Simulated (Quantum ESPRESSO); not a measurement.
Quantum ESPRESSO is run on Cs (Im-3m, 1 atom in the cell), and the run fails. The aim is a zone-centre phonon calculation with DFT, LDA (PZ), plane waves, GBRV 1.5 ultrasoft (LDA) pseudopotentials.

The self-consistent step had converged with these keywords: prefix = cs; ecutwfc = 40 Ry; ecutrho = 200 Ry; occupations = smearing; smearing = marzari-vanderbilt; degauss = 0.019992 Ry; potentials = {Cs: cs_lda_v1.uspp.F.UPF}; K_POINTS = automatic 5 5 5 0 0 0; conv_thr = 1e-10 Ry. The next shown step is ph.x.

Input:

```fortran
phonons at the zone centre
&inputph
 prefix = 'cs',
 outdir = './tmp',
 tr2_ph = 1.0d-14,
 fildyn = 'dyn.G',
 niter_ph = 3,
/
0.0 0.0 0.0
```

The program printed (abridged):

```
     Representation #   1 modes #   1   2   3

     Self-consistent Calculation

      iter #   1   av.it.:   6.4
      thresh= 1.000E-02 alpha_mix =  0.700 |ddv_scf|^2 =  1.027E-07

      iter #   2   av.it.:  12.3
      thresh= 3.205E-05 alpha_mix =  0.700 |ddv_scf|^2 =  8.076E-09

      iter #   3   av.it.:  12.1
      thresh= 8.986E-06 alpha_mix =  0.700 |ddv_scf|^2 =  2.067E-10
     End of self-consistent calculation

     No convergence has been achieved
   JOB DONE.
STOP 1
```

Q: Find the mistake and give the fix.

A: The fault is an iteration limit that is too low. The loop is cut before its threshold is met, so whatever is printed at the end is not self-consistent. To fix it, raise the limit, or leave it to the default. The run ended unconverged in one of its stages.

On the sound input: the starting cell comes from a database of computed structures (which also holds hypothetical and non-ambient phases and stackings), without a prior relaxation at this level. Its lattice was rescaled by a random factor within 2.5 % of one.
